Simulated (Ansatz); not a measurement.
# BaTiO3: point defects

Base system: a 10-atom supercell of BaTiO₃ (space group P4mm, No. 99; a = 3.985 Å, c = 4.204 Å) at its relaxed geometry.

One neutral defect a cell, atoms relaxed at fixed cell.

Calculations: plane-wave PAW DFT at the PBE level (Ansatz, a program for electronic structure, 420 eV), no spin-orbit coupling, earlier PAW set.

```csv
case,energy gained by relaxation,largest displacement of a host atom from its site in the perfect cell,pressure
perfect supercell,–,–,0.0 GPa
Cd on a Ti site,–,___,___
"In on a Ti site, symmetric start",1.58 eV,0.28 Å,11.1 GPa
"C on a O site, symmetric start",0.52 eV,0.27 Å,2.2 GPa
"O on a Ti site (antisite), symmetric start",2.16 eV,0.36 Å,10.1 GPa
```

Question: What belongs in the blanks?

Answer: 
- Cd on a Ti site, largest displacement of a host atom from its site in the perfect cell: 0.35 Å
- Cd on a Ti site, pressure: 10.8 GPa

The magnetic state is the one reached from the starting moments; the real material's order can differ, and small cells can't hold many antiferromagnetic ones. The cell is small, so the values are those of an ordered compound at a high defect concentration; dilute-limit values will differ. A case with no gap was solved on a k-mesh chosen for an insulator, which is coarse for it. Defects with a symmetric start kept the site's symmetry and may sit on a saddle; the others started slightly shaken. Seeded moments were not kept for Cd on a Ti site and O on a Ti site (antisite). No Hubbard U is applied, and correlation can decide whether such a compound is a metal. Spin-polarised in the final run: Cd on a Ti site, In on a Ti site, C on a O site and O on a Ti site (antisite); the other runs are not.
